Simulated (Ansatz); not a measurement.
Ni in the simple cubic structure (space group Pm-3m, No. 221; ferromagnetic; a hypothetical phase, not in the database extracts checked)

```
CELL_PARAMETERS angstrom
      2.28911     0.00000     0.00000
      0.00000     2.28911     0.00000
      0.00000     0.00000     2.28911
ATOMIC_POSITIONS crystal
  Ni 0.00000 0.00000 0.00000
```

All numbers come from PBEsol (Ansatz, a quantum-chemistry and plane-wave program; PAW; 420 eV plane waves; without spin-orbit coupling). Γ-centred 20×20×20 mesh, Fermi–Dirac width 0.05 eV.

| Quantity | Value |
|---|---|
| Volume per atom | 12.00 Å³ |
| Density | 8.13 g/cm³ |
| Band gap | zero |
| Magnetic state | ferromagnetic |
| Total energy | -5804.199 eV/atom (σ→0; compares only within this code and set-up) |

The magnetic state is the one reached from the starting moments; the real material's order can differ, and small cells can't hold many antiferromagnetic ones. Whether these cells are dynamically stable was not tested.
